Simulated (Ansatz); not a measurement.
# fcc Cu (0 0 1) on zinc-blende InP (0 0 1) (film strained to the substrate, faces as cut)

A periodic stack without vacuum, fcc Cu (0 0 1) on zinc-blende InP (0 0 1) (film strained to the substrate, faces as cut): substrate slab In12P10, film Cu30, surface cells [[0, -1], [2, 1]] and [[-3, -1], [-1, -2]], film strained by +3.8 and +3.8 %, faces In/In and Cu/Cu as cut (like faces can put a slab off its formula).

The start was prepared with a machine-learned potential, and the result is one local minimum, with the in-plane cell held and forces under 0.04 eV/Å; the film can end far from its bulk form.

Calculation: PBE (plane waves to 420 eV, PAW; Ansatz, a first-principles code). Scalar-relativistic, without spin–orbit coupling; the runs are not spin-polarised; PBE gaps are too small against experiment. Its k-point mesh 5×5×1, Fermi–Dirac width 0.05 eV.

- interface area: 35.5 Å²
- period: 27.74 Å
- gaps between the outermost planes at the two interfaces: 2.00 and 2.02 Å
- Cu–In contacts across the interfaces within 1.22 times the sum of covalent radii: 14, mean 2.82 Å
- estimate of the barrier: withheld, since the Fermi level falls at or inside a band of the host, which a slab this thin can't settle

```
CELL_PARAMETERS angstrom
      5.95998     0.00001     0.01373
      0.00002     5.95999    -0.01450
      2.54592     0.43307    27.74475
ATOMIC_POSITIONS crystal
  In 0.01149 0.00549 0.13972
  In 0.50465 0.48396 0.13994
  In 0.60054 0.93892 0.03268
  In 0.01197 0.55646 0.03122
  In 0.91604 0.98642 0.35447
  In 0.41059 0.47665 0.35492
  In 0.46380 0.98271 0.24731
  In 0.95746 0.49334 0.24720
  In 0.86481 0.02200 0.56762
  In 0.27873 0.41203 0.57216
  In 0.36829 0.96601 0.46191
  In 0.86338 0.48475 0.46231
  P  0.78181 0.24822 0.08428
  P  0.27931 0.74591 0.08693
  P  0.68672 0.23532 0.30061
  P  0.18706 0.73444 0.30134
  P  0.23350 0.24103 0.19548
  P  0.73515 0.74213 0.19176
  P  0.58978 0.22347 0.51500
  P  0.09658 0.71767 0.51762
  P  0.13757 0.22802 0.40992
  P  0.64109 0.72911 0.40677
  Cu 0.04859 0.95167 0.70958
  Cu 0.64607 0.15500 0.70886
  Cu 0.84325 0.54020 0.70908
  Cu 0.44020 0.75046 0.70973
  Cu 0.24312 0.34473 0.70888
  Cu 0.16814 0.65815 0.64960
  Cu 0.76708 0.84515 0.65220
  Cu 0.97603 0.24766 0.64428
  Cu 0.56592 0.45963 0.64729
  Cu 0.38090 0.05113 0.64666
  Cu 0.98697 0.93992 0.83235
  Cu 0.58800 0.14125 0.83332
  Cu 0.79224 0.54077 0.83233
  Cu 0.38930 0.74231 0.83196
  Cu 0.19116 0.34135 0.83348
  Cu 0.11625 0.64263 0.77077
  Cu 0.71715 0.84485 0.77012
  Cu 0.91722 0.24342 0.77141
  Cu 0.51552 0.44559 0.77121
  Cu 0.31828 0.04721 0.77141
  Cu 0.93073 0.92940 0.95848
  Cu 0.52931 0.14032 0.95205
  Cu 0.73540 0.53564 0.95766
  Cu 0.33623 0.73433 0.95735
  Cu 0.14406 0.32947 0.95323
  Cu 0.06252 0.63924 0.89448
  Cu 0.66171 0.83527 0.89406
  Cu 0.86353 0.23683 0.89493
  Cu 0.46835 0.44537 0.89412
  Cu 0.25449 0.03062 0.89464
```
